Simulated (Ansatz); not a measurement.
The starting structures come from a database of crystals and need not be the phases stable at ambient conditions.

 Where the default PAW files enter, the runs use the earlier of Ansatz's two default sets.

By LDA, the system below comes out a metal.

Consider the following.

```xyz
2
Lattice="3.0994 0.0000 0.0000 0.0000 3.8774 0.0000 0.0000 1.9387 1.9532" Properties=species:S:1:pos:R:3 pbc="T T T"
Al     0.0000     0.0000     0.0000
Ni     1.5497     1.9387     0.0000
```

Space group of this cell: Cmmm. The cell is taken as given; by LDA its mean pressure is -5.1 GPa.

The current flows along the normal of the first two printed cell vectors. No spin-orbit coupling; the value is a mean over 0.1 eV about the Fermi level.

Problem. State the ballistic conductance per area according to LDA run with Ansatz (a program for electronic structure).

Solution. 1.0 × 10¹⁵ S/m² for both spins.
